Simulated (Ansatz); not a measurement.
Start from Li2O in the anti-fluorite structure (space group Fm-3m, No. 225; a = 4.573 Å). Axes: x, y, z lie along the cube axes.

Level of theory: r2SCAN, PAW, 500 eV (Ansatz, a quantum-chemistry and plane-wave program; spin-orbit coupling left out).

For the base:

| Quantity | Result |
|---|---|
| Smallest direct gap | 6.20 eV |

One thing is altered: uniaxial stress, 5 GPa tension along z, with the cell and atoms free to relax against it.

Estimate the effect on the energy relative to the base.

The energy grows by 3.0 meV/atom.

How does this affect the secant Young's modulus along z?

The secant Young's modulus along z amounts to 210 GPa.

Estimate the effect on the smallest direct gap.

The smallest direct gap shrinks by 0.18 eV to 6.02 eV.

Load acts through the strain it causes; cell and atoms are relaxed under it. Beyond what the load breaks, stability against distortions was not tested.
